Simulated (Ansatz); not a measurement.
Structures of equal composition on the (111) surface of fcc Rh: a pseudomorphic layer of Ti in the host's stacking; a pseudomorphic layer of Ti in the other hollow. The slabs share one bottom face, and each structure is named by its start. These are constructed structures in small cells; real faces may alloy, dewet or reconstruct in larger ones, and not all known structures of the face are among them. Slabs of about 11 Å, Fermi-Dirac smearing of 0.1 eV. Bottom of the slabs: a bare face, its two planes held. Relaxed from the named starts with such symmetry as they have, on meshes of like density; energies extrapolated to zero smearing; spin only where a row says so; no spin-orbit coupling, no U. Brackets mark spin-polarised runs, whose order is one that fits the cell.

Level of theory: PBE (plane waves to 420 eV, PAW; Ansatz, an electronic-structure program).

Q: Order them by energy per 1x1 cell (lowest first) at the level PBE.

A: a pseudomorphic layer of Ti in the other hollow (0.000 eV), a pseudomorphic layer of Ti in the host's stacking (0.028 eV)
